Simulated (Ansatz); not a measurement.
Consider SnO in the litharge type structure (space group P4/nmm, No. 129; a = 3.837 Å, c = 4.759 Å; layered, stacked along the Cartesian z axis).

All numbers come from PBE-D3(BJ)/PAW in Ansatz (a program for electronic structure), scalar-relativistic without spin-orbit coupling.

Before the change:

| Quantity | Value |
|---|---|
| Pressure | 0.0 GPa |
| Band gap | zero |

Now apply this change: an isotropic linear strain of −4.55 %, atoms relaxed at fixed cell.

**Question.** How does this affect the largest internal atomic displacement, pressure, energy relative to the base and band gap?

**Answer.** The largest internal atomic displacement amounts to 0.095 Å; the pressure (mean of the normal stresses, compression positive) goes from zero to 9.0 GPa; the energy rises by 55 meV/atom; the band gap stays zero.

Stability against distortions was not tested. The final runs are not spin-polarised. The zero or small gap of SnO can change with the level of theory.
